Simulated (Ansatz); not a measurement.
The parent structure is Ce in the fcc (Cu type) structure (space group Fm-3m, No. 225; a = 4.664 Å).

The values are results of r2SCAN (Ansatz, a quantum-chemistry and plane-wave program, PAW, without spin-orbit coupling), earlier PAW set, not measurements.

For the base:

```
Property           Result
---------------  --------
Volume per atom  25.37 Å³
```

It is then changed as follows: cell and atoms relaxed at a pressure of 10 GPa.

### Question
Estimate the effect on the volume per atom.

### Answer
The volume per atom decreases by 3.71 Å³ to 21.66 Å³.

The 4f electrons are in the valence with no U and their state was not checked, so volumes and moments can be off. Load acts through the strain it causes; cell and atoms are relaxed under it. Stability against distortions was not tested. Competing high-pressure phases were not computed. Seeded moments were not kept for the base. All final runs are without spin polarisation.
